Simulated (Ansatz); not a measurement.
Consider the following.

```
Rh
1.0
    0.00000     1.90077     1.88176
    1.90077     0.00000     1.88176
    1.90077     1.90077     0.00000
Rh
1
Cartesian
  0.00000   0.00000   0.00000
```

No spin polarisation.

Level of theory: r2SCAN, PAW, 500 eV (Ansatz, a quantum-chemistry and plane-wave program; no spin-orbit coupling). Γ-centred 30×30×30 mesh, Fermi–Dirac width 0.1 eV.

### Question
Predict the space group.

### Answer
I4/mmm (No. 139).

### Question
What is the computed stress (xx, yy, zz, yz, xz, xy; compression positive)?

### Answer
(2.1, 2.1, 4.6, 0.0, 0.0, 0.0) GPa.

The cells carry an imposed strain or load. No phonon test of stability was made. All final runs are without spin polarisation. The cell was made from Rh in the fcc (Cu type) structure (space group Fm-3m, No. 225) by this change: uniaxial strain ε_zz = −1.00 %.
